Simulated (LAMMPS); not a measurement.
LAMMPS 22 Jul 2025, classical MD, EAM (Finnis-Sinclair form) (Al_mm.eam.fs): Al, 959 atoms.

```text
units metal
atom_style atomic
read_data unit.data
replicate 8 8 8
pair_style eam/fs
pair_coeff * * Al_mm.eam.fs Al
region ball sphere $(lx/2) $(ly/2) $(lz/2) $(lx/2.05) side out units box
delete_atoms region ball
change_box all x delta 0.0 $(lx) y delta 0.0 $(ly) z delta 0.0 $(lz) units box
velocity all create 1200 4928 dist gaussian loop geom
fix 1 all nve
fix 2 all langevin 600 600 0.08 9876 zero yes
timestep 0.002
thermo 100
run 300
reset_timestep 0
write_restart start.rst
```

```text
read_restart start.rst
pair_style eam/fs
pair_coeff * * Al_mm.eam.fs Al
neighbor 2.0 bin
neigh_modify every 1 delay 0 check yes
fix 1 all nve
timestep 0.002
thermo_style custom step temp pe etotal press
thermo_modify format float %.10g
thermo 100
group probe id 1:48
dump probe probe custom 1000000 forces.txt id fx fy fz
dump_modify probe sort id format float %.8g
run 10000
```

```bash
# ahead of the timed run: OMP_NUM_THREADS=1 mpirun -np 48 lmp -in in.warm -log none -nocite
OMP_NUM_THREADS=1 mpirun -np 64 lmp -in in.lmp -log log.lammps -nocite
```

Hardware: Arm Neoverse V2, 96 cores on 1 socket, no SMT, 1 L3 cache group.

On 64 ranks this takes 2.1 s. Each time is the median wall time of two to five repeats, run one at a time on the otherwise empty machine; start-up is included. Unless noted, each process is bound to its own block of adjacent cores. The build: PyPI wheel: MPICH, OPENMP and OPT packages; another build can shift the numbers. Scratch files lie in a memory file system. A preparatory run goes ahead and isn't timed.

Q: Speed this job up; the result has to stay within 1.0 meV/atom in energy, 10 meV/Å in forces on 48 atoms, 0.20 meV an atom in drift of the total energy. Keep to 64 cores.

A: One answer among several that fit: going from balance = none (default) to balance = fix b all balance 200 1.1 shift xyz 10 1.05 weight time 0.8, one of the fastest of the measured ones that keep the result.

```diff
+fix b all balance 200 1.1 shift xyz 10 1.05 weight time 0.8
```

Time: 2.1 s to 1.2 s (1.8× as fast). The largest move is in other (Other): 0.92 s to 0.059 s. The slowest rank's pair time is 1.91 times the mean in the first run and 1.07 times in the second; the others wait. Neighbour list builds go from 280 to 306. These two results differ by: energy equal as printed, forces on 48 atoms equal as printed, drift of the total energy 0.0027 meV an atom. Others tried: balance = fix b all balance 200 1.1 shift xyz 10 1.05 (1.2 s); balance = balance 1.05 shift xyz 20 1.02 (1.2 s); balance = balance 1.05 rcb, comm = tiled (1.8 s); balance = fix b all balance 200 1.1 rcb, comm = tiled (1.8 s).
